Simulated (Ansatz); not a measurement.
Take TiO2 in the anatase structure (space group I4_1/amd, No. 141; a = 3.7698 Å, c = 9.5518 Å) as the base. Axes: x, y, z lie along a, b, c of the conventional cell.

Level of theory: PBEsol, PAW, 420 eV (Ansatz, a first-principles code; no spin-orbit coupling).

Strains are applied to the cell and any free atomic positions relax; under biaxial strain the out-of-plane vector relaxes too; under stress the whole cell relaxes.

One change was made to it. Results:

```tsv
quantity	base	after
energy relative to the base (free energy F)	0 meV/atom	+23 meV/atom
band gap	2.11 eV	2.41 eV
smallest direct gap	2.44 eV	2.66 eV
```

Question: What was done to the base?
A) biaxial strain +1.94 %, plane normal [001], relaxed out of plane
B) uniaxial stress, 3 GPa tension along x
C) uniaxial stress, 8 GPa tension along z

Answer: C, uniaxial stress, 8 GPa tension along z. For comparison, the band gap in the other runs: uniaxial stress, 3 GPa tension along x gives 2.07 eV; biaxial strain +1.94 %, plane normal [001], relaxed out of plane gives 1.94 eV.

Gaps are read on the SCF mesh and a high-symmetry path. Beyond what the load breaks, stability against distortions was not tested. The final runs are not spin-polarised.
